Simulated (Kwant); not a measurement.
System: stadium cavity between two wires in a CdTe two-dimensional gas. Effective mass 0.096 mₑ, grid spacing 8.3 nm, hard walls, nominal width 100 nm (13 grid rows, so walls 116.2 nm apart), one parabolic valley, scattering region 860 nm long along x; energies count from the band bottom; Fermi energy 0.0049 eV. Cavity of radius 190 nm, straight part 190 nm, centre moved sideways by 76 nm. Perpendicular field swept from 0 to 0.23 T, none in the leads; orbital effect alone.

Constants are typed, rounded textbook-type inputs, not results; the design itself was drawn at random and stands for no fabricated device.

Kwant, effective-mass tight-binding model on a square grid, one spin, coherent transport at 0 K. Conductance is in e²/h.

Density of the scattering states that come in from the left lead, at field = 0.11629 T, in bins, relative to the largest site value (x marks bins outside the device):

```
|xxxxxxxxxxxxx002344444853422200xxxxxxxxxxxxx|
|xxxxxxxxxxx0102224675456644111010xxxxxxxxxxx|
|xxxxxxxxxx002131222232432121131110xxxxxxxxxx|
|xxxxxxxxx00211001287733885220111100xxxxxxxxx|
|xxxxxxxxx12110100121222222100111131xxxxxxxxx|
|xxxxxxxx0111001104755336655100001110xxxxxxxx|
|xxxxxxxx0200011112632452362101101021xxxxxxxx|
|xxxxxxx021010101135212312342112110120xxxxxxx|
|xxxxxxx021100001473663464573101101220xxxxxxx|
|xxxxxxx013001212222222123235211111311xxxxxxx|
|xxxxxxx113111112245345345432312112312xxxxxxx|
|xxxxxxx131111001224543335421111112222xxxxxxx|
|12213121211111112233212133232101111211111111|
|35436244212221012545933944621211111222222222|
|42333424321211111233234233221011121222222222|
|32223333311122112247256266221121011222222222|
|53342533533211122243585543142111242223322222|
|32322222322221222241332323222212211111111111|
|42444342443221111345589762322111143122232222|
|xxxxxxxxxx121321111144441211012121xxxxxxxxxx|
|xxxxxxxxxxx0111122528778231211120xxxxxxxxxxx|
|xxxxxxxxxxxx00113217668651111200xxxxxxxxxxxx|
```
Scale: ten equal steps from 0.009 (start of '0') to 0.619 (end of '9'), in the order '0123456789'; x runs from -414 to 414, y from -99.4 (bottom) to 257 (top).

The conductance there is 3.19 e²/h with 4 open channel(s) in the leads.
